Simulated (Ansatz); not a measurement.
## Habitual settings against a tight run: Rb2TlRhF6 (Fm-3m, 10 atoms in the cell)

Self-consistent single point.

```
CELL_PARAMETERS angstrom
      0.00000     4.53613     4.53613
      4.53613     0.00000     4.53613
      4.53613     4.53613     0.00000
ATOMIC_POSITIONS crystal
  Rb 0.25000 0.25000 0.25000
  Rb 0.75000 0.75000 0.75000
  Tl 0.50000 0.50000 0.50000
  Rh 0.00000 0.00000 0.00000
  F  0.21850 0.21850 0.78150
  F  0.78150 0.78150 0.21850
  F  0.78150 0.21850 0.21850
  F  0.21850 0.78150 0.78150
  F  0.21850 0.78150 0.21850
  F  0.78150 0.21850 0.78150
```

Level of theory: PBEsol, default PAW files made with PBE (plane waves; Ansatz, a quantum-chemistry and plane-wave program).

Base settings: basis.ecutwfc = 30.9 Ry; kpoints.mp_grid.grid = 5 5 5; hamiltonian.xc = pbesol; hamiltonian.pseudopotentials = {kind: paw} (the program's default PAW files); scf.occupations.method = fixed.

Tight run (finer mesh or higher cutoff; not a proven limit): basis.ecutwfc: 30.9 Ry → 43.4 Ry; kpoints.mp_grid.grid: 5 5 5 → 7 7 7; scf.convergence.dr2_threshold: default (1e-07 eV) → 1e-09 eV. It gave top of the valence band (on the code's own zero) 5.42 eV; gap on the k-point mesh 1.91 eV; pressure -0.21 GPa; largest force (vector length) 0.005 eV/Å.

Quick runs, as changes from the base:
- A: the base itself
- B: basis.ecutwfc: 30.9 Ry → 18.4 Ry; kpoints.mp_grid.grid: 5 5 5 → 1 1 1; scf.occupations.method: fixed → fermi_dirac; scf.occupations.width: default → 0.01 Ry; scf.convergence.dr2_threshold: default (1e-07 eV) → 0.001 eV
- C: basis.ecutwfc: 30.9 Ry → 24.6 Ry; kpoints.mp_grid.grid: 5 5 5 → 2 2 2

Dashes: gap of B, left out as unsure on this mesh or at this smearing.

Gaps are read on each run's own mesh, which may miss the band edges.

The count of work is k-points × plane waves × bands × iterations; it is no time. 

Pressures in the table are Ansatz's without its Pulay estimate, at a fixed set of plane waves; the tight run's value above holds the estimate.

The starting cell comes from a database of computed structures (which also holds hypothetical and non-ambient phases and stackings), without a prior relaxation at this level. Its lattice was rescaled by a random factor within 2.5 % of one. Spin-orbit coupling is off.

| run | energy less tight (meV/atom) | pressure less tight (GPa) | largest miss in a force vector (eV/Å) | gap on the mesh less tight (eV) | count of work / tight |
|---|---|---|---|---|---|
| A | 4.1 | -0.41 | 0.002 | 0.018 | 0.24 |
| B | 1985.6 | -78.18 | 0.678 | – | 0.0094 |
| C | 132.5 | -8.79 | 0.088 | -0.025 | 0.051 |

Among the runs at the tight run's level, the energy misses run from 4.1 to 1985.6 meV/atom.

Left out of this page: 2 runs of the series with a known weakness of the program; 1 run of the series unsound by tests on forces, stress, charge or solver warnings.

Keys are those of Ansatz 0.2.
